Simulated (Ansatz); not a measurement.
Results of r²SCAN in Ansatz (PAW) for Ag₂In (model structure, started from the C15 type, Fd-3m, No. 227, 6 atoms in the cell).

Settings: plane-wave cutoff 560 eV, 12×12×12 k mesh, Fermi–Dirac smearing 0.05 eV, no spin polarisation, scalar-relativistic PAW data made under PBE.

Cell (relaxed at this level):

Ag$_{2}$In is taken in the cubic space group Fd-3m, origin choice 1 (No. 227), the cubic Laves (MgCu2 type) structure, Pearson symbol cF24. Cell: a = 7.831 Å, b = 7.831 Å, c = 7.831 Å, α = 90.00°, β = 90.00°, γ = 90.00°. Ag on 16c is surrounded by 6 Ag at 2.769 Å and 6 In at 3.246 Å. In on 8b is surrounded by 12 Ag at 3.246 Å and 4 In at 3.391 Å. (Neighbours: up to the widest gap in distance over summed covalent radii, below 1.35, at either atom.)
(The calculation used a cell of 6 atoms; values per cell refer to that cell.)

Q: What does this level give for the bulk modulus?

A: 
- bulk modulus: 74.9 GPa

The run finds no gap.

Note: the bulk modulus is −V dP/dV from two relaxed cells at ±2 % in volume; the relaxation could raise the start's symmetry but not lower it, so the cell can be a saddle point.

Spin–orbit coupling is not included.

The computed numbers hold no vibrational or temperature effects.

It cost around 5 core-minutes (rough) of CPU time.

A model structure was made by putting elements into a prototype or built by hand; it is no filed structure, need not be a known phase, and can be a saddle point held by its symmetry.

Ansatz is a first-principles code.
